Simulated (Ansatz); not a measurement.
Consider Mg2OsH6 (space group Fm-3m, No. 225; a = 6.6458 Å; a cell from a computed database, its experimental status unchecked). Axes: x, y, z lie along the cube axes.

Method: DFT with r2SCAN, PAW potentials and a 500 eV plane-wave cutoff in Ansatz (a program for electronic structure), no spin-orbit coupling, earlier PAW set.

One thing is altered: the cell is stretched by 0.82 % along z with no lateral relaxation, atoms relaxed at fixed cell.

Q: Predict the stress tensor and what it implies for the stiffness.

A: Stress of the strained cell less that of the base (GPa, compression positive):
```
  -0.34    0.00    0.00
   0.00   -0.34    0.00
   0.00    0.00   -1.31
```

Then −Δσ_ii/ε with ε = 0.0082 gives relaxed-ion elastic constants: C33 ≈ 160 GPa, C13 ≈ 42 GPa and C23 ≈ 42 GPa.

Whether these cells are dynamically stable was not tested.
